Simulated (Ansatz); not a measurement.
An Ansatz (a first-principles code) input (r2SCAN (Ansatz, PAW, without spin-orbit coupling)):

Ansatz 0.2 input:
```yaml
crystal:
  lattice:
    - [4.6389674369, 0, 0]
    - [2.3194837185, 4.0174636477, 0]
    - [2.3194837185, -1.3391545492, 4.3863011093]
  atoms:
    - { symbol: Al, position: [0.296176106, 0.351911947, 0.055735841] }
    - { symbol: Al, position: [0.703823894, 0.148088053, 0.444264159] }
    - { symbol: Al, position: [0.703823894, 0.648088053, 0.944264159] }
    - { symbol: Al, position: [0.296176106, 0.851911947, 0.555735841] }
    - { symbol: O, position: [0.806365728, 0.943634272, 0.75] }
    - { symbol: O, position: [0.5, 0.556365728, 0.75] }
    - { symbol: O, position: [0.193634272, 0.25, 0.75] }
    - { symbol: O, position: [0.193634272, 0.056365728, 0.25] }
    - { symbol: O, position: [0.5, 0.443634272, 0.25] }
    - { symbol: O, position: [0.806365728, 0.75, 0.25] }
basis: { ecutwfc: 500, ecutrho_ratio: 4, xc_grid: 4, fft_grid_basis: typed }
kpoints: { mp_grid: { grid: [8, 8, 8] } }
hamiltonian:
  xc: r2scan
  dispersion: none
  pseudopotentials: { kind: paw }
scf: { occupations: { method: fermi_dirac, width: 0.05 } }
relax: { f_tol: 0.005, max_steps: 50, cell: { stress_tol: 0.01, fix: [a, b, gamma] } }
output: { forces: true, stress: true }
checkpoint: { write: state.ck, write_every: 1000 }
```

Problem. Which symmetry and how many k-points will the program report, and about how many plane waves at Γ?

Solution. Space group R-3c (ITA 167) with 12 operations, k-points 65 of 512, and 2121 plane waves at Γ.

Problem. And the final pressure?

Solution. 11.11 GPa (compression positive).

The cells carry an imposed strain or load. Stability against distortions was not tested. The cell was made from Al$_{2}$O$_{3}$ in the corundum structure (space group R-3c, No. 167) by this change: biaxial strain −2.52 %, plane normal [001], relaxed out of plane.
